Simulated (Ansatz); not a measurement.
An Ansatz (a quantum-chemistry and plane-wave program) run: HfSiO4 with a change (isotropic strain −3.15 %); DFT with PBEsol, PAW potentials and a 420 eV plane-wave cutoff in Ansatz, no SOC.

Input:

Ansatz 0.2 input:
```yaml
crystal:
  lattice:
    - [-3.1873982679, 3.1873982679, 2.8890701316]
    - [3.1873982679, -3.1873982679, 2.8890701316]
    - [3.1873982679, 3.1873982679, -2.8890701316]
  atoms:
    - { symbol: O, position: [0.1333335313, 0.3181247086, 0.8152088227] }
    - { symbol: O, position: [0.6166664687, 0.9318752914, 0.6847911773] }
    - { symbol: O, position: [0.2470841141, 0.9318752914, 0.3152088227] }
    - { symbol: O, position: [0.5029158859, 0.3181247086, 0.1847911773] }
    - { symbol: O, position: [0.6818752914, 0.8666664687, 0.1847911773] }
    - { symbol: O, position: [0.0681247086, 0.7529158859, 0.6847911773] }
    - { symbol: O, position: [0.0681247086, 0.3833335313, 0.3152088227] }
    - { symbol: O, position: [0.6818752914, 0.4970841141, 0.8152088227] }
    - { symbol: Si, position: [0.5, 0.5, 0] }
    - { symbol: Si, position: [0.25, 0.75, 0.5] }
    - { symbol: Hf, position: [0.75, 0.25, 0.5] }
    - { symbol: Hf, position: [0, 0, 0] }
basis: { ecutwfc: 420, ecutrho_ratio: 4, xc_grid: 2, fft_grid_basis: typed }
kpoints: { mp_grid: { grid: [6, 6, 6] } }
hamiltonian:
  xc: pbesol
  dispersion: none
  pseudopotentials: { kind: paw }
scf: { occupations: { method: fermi_dirac, width: 0.05 }, convergence: { dr2_threshold: 0.0000000012 } }
relax: { f_tol: 0.005, max_steps: 50 }
output: { forces: true, stress: true }
checkpoint: { write: state.ck, write_every: 1000 }
```

Output (explanatory and most iteration lines left out):

```
Relaxation: its limit of steps is 50 (relax.max_steps)
Pseudopotential: O, paw, valence charge 6
Pseudopotential: Si, paw, valence charge 4
Pseudopotential: Hf, paw, valence charge 26
Crystal: 12 atoms, lattice volume = 117.406 Å³
Basis set: ecut = 420 eV, 2297 PW (Γ), exchange–correlation on 72×72×72 points (8 copies of the dense FFT grid, shifted against one another)
Bands: 66, of which v1, the nominal top of the filled ones, is band 54 counted from 1 (53 counted from 0)
Symmetry: 16 space group operations
Space group: I41/amd (ITA 141), of the structure as read, at distance tolerance 4.9e-5 Å
k-points: 30 of 216
Functional: x = pbesol(κ = 0.804, μ = 0.12345679012345678), c = pbesol(β = 0.046)
SCF iter   1: F=—  HF=-36943.348250 eV  |F-HF|=—  |Δ(HF+E_count)|=         —  Δρ=1.64e-2  dr2=2.53e-1  ethr=1.77e-3  ⟨swp⟩=6.0  Hψ=7968  notcnv=0  defer=10
SCF iter   2: F=—  HF=-36943.276570 eV  |F-HF|=—  |Δ(HF+E_count)|=   7.17e-2  Δρ=2.41e-3  dr2=3.95e-3  ethr=2.35e-4  ⟨swp⟩=2.0  Hψ=3240  notcnv=0  defer=137
SCF 1 converged in 9 iterations: F = -36943.276816 eV  dr2 = 7.00e-11
relax step   1: F+E_penalty+E_count = -36943.27681645 eV  Δ(F+E_penalty+E_count) = +0.000e0 eV  max|allowed force component| = 8.034e-1 eV/Å  Δτ_max = 0.0000 Å  (9 SCF iters, accepted)
Crystal: 12 atoms, lattice volume = 117.406 Å³
SCF iter   1: F=—  HF=-36943.319643 eV  |F-HF|=—  |Δ(HF+E_count)|=         —  Δρ=1.79e-3  dr2=4.28e-3  ethr=3.94e-6  ⟨swp⟩=1.9  Hψ=5150  notcnv=0  defer=137
SCF iter   2: F=—  HF=-36943.318464 eV  |F-HF|=—  |Δ(HF+E_count)|=   1.18e-3  Δρ=8.16e-4  dr2=8.56e-4  ethr=3.94e-6  ⟨swp⟩=2.0  Hψ=2469  notcnv=0  defer=137
SCF 2 converged in 8 iterations: F = -36943.318094 eV  dr2 = 1.13e-10
relax step   2: F+E_penalty+E_count = -36943.31809424 eV  Δ(F+E_penalty+E_count) = -4.128e-2 eV  max|allowed force component| = 3.389e-1 eV/Å  Δτ_max = 0.0088 Å  (8 SCF iters, accepted)
Crystal: 12 atoms, lattice volume = 117.406 Å³
SCF iter   1: F=—  HF=-36943.329498 eV  |F-HF|=—  |Δ(HF+E_count)|=         —  Δρ=1.40e-3  dr2=2.34e-3  ethr=3.36e-5  ⟨swp⟩=3.0  Hψ=4217  notcnv=0  defer=133
SCF iter   2: F=—  HF=-36943.328872 eV  |F-HF|=—  |Δ(HF+E_count)|=   6.26e-4  Δρ=6.95e-4  dr2=5.70e-4  ethr=2.17e-6  ⟨swp⟩=2.0  Hψ=3084  notcnv=0  defer=133
SCF 3 converged in 8 iterations: F = -36943.328631 eV  dr2 = 8.20e-11
relax step   3: F+E_penalty+E_count = -36943.32863059 eV  Δ(F+E_penalty+E_count) = -1.054e-2 eV  max|allowed force component| = 5.704e-2 eV/Å  Δτ_max = 0.0081 Å  (8 SCF iters, accepted)
Crystal: 12 atoms, lattice volume = 117.406 Å³
SCF iter   1: F=—  HF=-36943.329357 eV  |F-HF|=—  |Δ(HF+E_count)|=         —  Δρ=2.95e-4  dr2=9.71e-5  ethr=1.79e-6  ⟨swp⟩=2.1  Hψ=4052  notcnv=0  defer=129
SCF iter   2: F=—  HF=-36943.329309 eV  |F-HF|=—  |Δ(HF+E_count)|=   4.80e-5  Δρ=1.66e-4  dr2=2.97e-5  ethr=9.00e-8  ⟨swp⟩=1.0  Hψ=2280  notcnv=0  defer=129
SCF 4 converged in 7 iterations: F = -36943.329297 eV  dr2 = 2.65e-10
relax step   4: F+E_penalty+E_count = -36943.32929747 eV  Δ(F+E_penalty+E_count) = -6.669e-4 eV  max|allowed force component| = 1.497e-2 eV/Å  Δτ_max = 0.0023 Å  (7 SCF iters, accepted)
Crystal: 12 atoms, lattice volume = 117.406 Å³
SCF iter   1: F=—  HF=-36943.329438 eV  |F-HF|=—  |Δ(HF+E_count)|=         —  Δρ=1.68e-4  dr2=2.85e-5  ethr=3.08e-7  ⟨swp⟩=2.1  Hψ=3905  notcnv=0  defer=129
SCF iter   2: F=—  HF=-36943.329400 eV  |F-HF|=—  |Δ(HF+E_count)|=   3.78e-5  Δρ=9.81e-5  dr2=1.00e-5  ethr=2.64e-8  ⟨swp⟩=1.0  Hψ=2280  notcnv=0  defer=129
SCF 5 converged in 6 iterations: F = -36943.329398 eV  dr2 = 2.94e-10
relax step   5: F+E_penalty+E_count = -36943.32939847 eV  Δ(F+E_penalty+E_count) = -1.010e-4 eV  max|allowed force component| = 1.786e-4 eV/Å  Δτ_max = 0.0014 Å  (6 SCF iters, accepted)
[...]
Internal energy: -36943.329398 eV  (E = F + TS)
E sigma→0 (E₀):  -36943.329398 eV
Fermi energy:    14.297508 eV
--- Forces (eV/Å), atoms counted from 1 ---
  atom   1  O      0.00000000    -0.00017864     0.00014296
  atom   2  O     -0.00000000     0.00017864    -0.00014296
  atom   3  O     -0.00000000    -0.00017864    -0.00014296
  atom   4  O     -0.00000000     0.00017864     0.00014296
  atom   5  O      0.00017864    -0.00000000    -0.00014296
  atom   6  O      0.00017864    -0.00000000     0.00014296
  atom   7  O     -0.00017864     0.00000000     0.00014296
  atom   8  O     -0.00017864     0.00000000    -0.00014296
  atom   9  Si     0.00000000    -0.00000000     0.00000000
  atom  10  Si    -0.00000000    -0.00000000     0.00000000
  atom  11  Hf     0.00000000    -0.00000000     0.00000000
  atom  12  Hf     0.00000000    -0.00000000     0.00000000
--- Stress (GPa, compression-positive) ---
       26.233720       0.000000      -0.000000
        0.000000      26.233720      -0.000000
        0.000000       0.000000      29.878574
  P = ⅓ Tr σ = 27.4487 GPa (274.487 kbar)
--- Relaxed structure (5 steps of the walk, 5 accepted, 0 SCFs on fresh bases) ---
  atoms:
    - { symbol: O, position: [0.13124191301035237, 0.31891134129885207, 0.8123305717115004] }
    - { symbol: O, position: [0.6187580869896476, 0.9310886587011482, 0.6876694282884999] }
    - { symbol: O, position: [0.24341923041264832, 0.9310886587011482, 0.31233057171150036] }
    - { symbol: O, position: [0.5065807695873519, 0.31891134129885207, 0.18766942828849967] }
    - { symbol: O, position: [0.6810886587011481, 0.8687580869896477, 0.18766942828849967] }
    - { symbol: O, position: [0.06891134129885214, 0.7565807695873517, 0.6876694282884998] }
    - { symbol: O, position: [0.06891134129885211, 0.3812419130103525, 0.31233057171150036] }
    - { symbol: O, position: [0.681088658701148, 0.4934192304126482, 0.8123305717115004] }
    - { symbol: Si, position: [0.5000000000000001, 0.5000000000000001, 2.5511453574951953e-20] }
    - { symbol: Si, position: [0.2500000000000001, 0.7500000000000002, 0.5000000000000001] }
    - { symbol: Hf, position: [0.7500000000000002, 0.2500000000000001, 0.5000000000000001] }
    - { symbol: Hf, position: [6.29467391875269e-20, -2.4926045348418416e-20, 2.551145357495182e-20] }
```

With Hf present, leaving out spin-orbit coupling can change the band edges. Whether these cells are dynamically stable was not tested. The cell was made from HfSiO4 (space group I4_1/amd, No. 141) by this change: isotropic strain −3.15 %.
